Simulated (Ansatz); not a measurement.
Base system: Mo3Te4 (space group R-3, No. 148).

```
Mo3Te4
1.0
    5.05309     2.91740     3.90901
   -5.05309     2.91740     3.90901
    0.00000    -5.83480     3.90901
Te Mo
8 6
Cartesian
  0.00000   0.00000   3.39215
  0.00000   0.00000   8.33488
  1.32197   2.92196   6.81809
 -1.32197  -2.92196   4.90894
 -3.19147  -0.31612   6.81809
  3.19147   0.31612   4.90894
  1.86951  -2.60583   6.81809
 -1.86951   2.60583   4.90894
  3.51845   3.06658   5.05295
 -3.51845  -3.06658   6.67408
 -4.41496   1.51377   5.05295
  4.41496  -1.51377   6.67408
  0.89651  -4.58036   5.05295
 -0.89651   4.58036   6.67408
```

Cartesian axes are those of the cell as printed.

Calculations: Ansatz (a first-principles code) PBEsol, scalar-relativistic without spin-orbit coupling.

For the base:

```
Property                        Result
-----------------------------  -------
Shortest interatomic distance  2.671 Å
Pressure                       0.0 GPa
```

Modification: biaxial strain +4.50 %, plane normal [001], relaxed out of plane (Cartesian); in-plane vectors clamped, the third vector and the atoms free.

### Question
How does this affect the shortest interatomic distance?

### Answer
The shortest interatomic distance rises by 0.0066 Å, from 2.671 Å to 2.677 Å.

### Question
Predict the new pressure.

### Answer
The pressure (mean of the normal stresses, compression positive) goes from zero to -1.1 GPa.

Whether these cells are dynamically stable was not tested. All final runs are without spin polarisation.
